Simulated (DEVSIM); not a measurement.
# Al0.4Ga0.6As/GaAs p-n heterojunction

Structure: Al0.4Ga0.6As/GaAs p-n heterojunction, at 300 K.

| layer (left to right) | material | thickness (μm) | Nd (cm⁻³) | Na (cm⁻³) | τn (s) | τp (s) |
|---|---|---|---|---|---|---|
| 1 | Al0.4Ga0.6As | 1.40 | - | 1.3e16 | 2e-7 | 6.8e-9 |
| 2 | GaAs | 0.330 | 4e15 | - | 6.8e-9 | 6.8e-9 |

Left contact: ohmic. Right contact: ohmic. Voltage is applied to the left contact. Recombination: SRH at mid-gap. Mobility is constant in doping.

Constants are typed, rounded textbook-type inputs, not results; the design itself was drawn at random and stands for no fabricated device. Values at 300 K.

```tsv
parameter	Al0.4Ga0.6As	GaAs
gap (eV)	1.9228	1.424
affinity (eV)	3.754	4.07
permittivity	11.76	12.9
Nc (cm⁻³)	7.93e17	4.7e17
Nv (cm⁻³)	9e18	9e18
μn (cm²/Vs)	3220	8500
μp (cm²/Vs)	158	400
```

Simulated with DEVSIM: 1D drift-diffusion, Boltzmann statistics, complete ionisation; no tunnelling, impact ionisation, image-force lowering or self-heating. Band offsets follow the typed affinities; no thermionic-emission limit at abrupt steps, no polarisation charge.

The potential step across the device at zero bias is 1.315 V. The largest field in the device at zero bias is 40000 V/cm, the dark forward voltage at 1 A/cm² is 0.936 V and the dark forward voltage at 100 A/cm² comes out as 1.186 V.

Dark forward current:

(V (V), J (A/cm²)): (0.05, 1.3e-10); (0.15, 1.4e-9); (0.25, 1.1e-8); (0.35, 8.1e-8); (0.45, 6.5e-7); (0.55, 6.1e-6); (0.65, 8.8e-5); (0.75, 0.0021); (0.85, 0.061); (0.95, 1.6); (1.00, 6.2); (1.10, 39); (1.20, 110); (1.30, 230); (1.40, 380); (1.50, 560); (1.60, 740); (1.70, 940); (1.80, 1100); (1.90, 1400)
